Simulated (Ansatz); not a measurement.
GaSb (model structure, started from the WC type, P-6m2, No. 187, 2 atoms in the cell)

Computed with r²SCAN (Ansatz, a program for electronic structure, plane waves, PAW).

Numerical settings: plane-wave cutoff 560 eV, 18×18×16 k mesh (along the axes of the cell as run), Fermi–Dirac smearing 0.05 eV, scalar-relativistic PAW data made under PBE.

Cell (relaxed at this level):

```
GaSb
1.0
    4.01428     0.00000     0.00000
   -2.00714     3.47646     0.00000
    0.00000     0.00000     3.53173
Ga Sb
1 1
Cartesian
  0.00000   0.00000   0.00000
  2.00714   1.15882   1.76587
```

| Item | Result |
|---|---|
| band gap | zero (no gap) |
| bulk modulus | 46.7 GPa |

Note: the bulk modulus is −V dP/dV from two relaxed cells at ±2 % in volume; the relaxation could raise the start's symmetry but not lower it, so the cell can be a saddle point.

Spin–orbit coupling is not included; it can open a gap where bands touch, and shift volumes and moduli.

Computed values are for the static lattice.

It cost around 7 core-minutes (rough) of CPU time.

A model structure was made by putting elements into a prototype or built by hand; it is no filed structure, need not be a known phase, and can be a saddle point held by its symmetry.
